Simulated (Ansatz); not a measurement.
A hypothetical phase is included: elements placed on a structure type, which no database files for this compound.

Inside the gap of an insulator the Bloch states are evanescent, with a wavenumber k + iκ along the transport direction.

Consider the following.

```xyz
6
Lattice="5.2954 0.0000 0.0000 0.0000 7.0184 0.0000 2.6477 0.0000 1.5287" Properties=species:S:1:pos:R:3 pbc="T T T"
Si     1.3238     4.6790     0.7643
Si     2.6477     0.0000     0.0000
Si     3.9716     2.3395     0.7643
C      1.3238     1.1697     0.7643
C      2.6477     3.5092     0.0000
C      3.9716     5.8487     0.7643
```

The cell was relaxed by PBE-D3(BJ); by r2SCAN it stands under a pressure of 3.1 GPa.

Transport runs along the normal of the first two printed cell vectors, the (110) plane of the conventional cell.

No gap correction and no spin-orbit coupling; mid-gap is the computed energy nearest the middle.

**Question.** Estimate the band gap and the smallest decay constant κ at mid-gap that r2SCAN run with Ansatz (an electronic-structure program) returns for this system.

**Answer.** Gap 1.16 eV on a 20×4×20 mesh; κ = 0.173 1/Å, at the zone centre.
